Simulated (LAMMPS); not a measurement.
System: a twist boundary about [110] in Si (diamond structure), boundary plane (110), in-plane axes [1-11] of one grain along [-111] of the other.

Level of theory: classical force field (static), pair style sw, file Si.sw, run in LAMMPS.

```yaml
boundary energy (lowest found): 0.878 J/m²
excess_volume: -0.03 Å
"Σ": 3
rotation_about_the_axis: 109.5 °
disorientation (full cubic symmetry): 60.00 °
largest_excess_energy_of_an_atom: 0.59 eV
lattice constant at 0 K: 5.431 Å
cost: about 30 core-seconds (a rough figure)
```

Potential: file Si.sw of the LAMMPS distribution; its header cites Stillinger and Weber,  Phys Rev B, 31, 5262, (1985).
